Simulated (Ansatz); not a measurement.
Consider GaN in the wurtzite structure (space group P6_3mc, No. 186; a = 3.2186 Å, c = 5.2435 Å).

Calculations: PBE (Ansatz, an electronic-structure program, PAW, no SOC), earlier PAW set.

Base values:

```
Quantity                   Value
-------------------  -----------
Gap character        direct at Γ
Lattice parameter a   6.082 bohr
```

Perturbation: cell and atoms relaxed at a pressure of 0.9 GPa.

### Question
What happens to the gap character?

### Answer
The gap character stays direct at Γ.

### Question
What does the calculation give for the lattice parameter a after the change?

### Answer
The lattice parameter a decreases by 0.010 bohr, from 6.082 bohr to 6.072 bohr.

Load acts through the strain it causes; cell and atoms are relaxed under it. Stability against distortions was not tested.
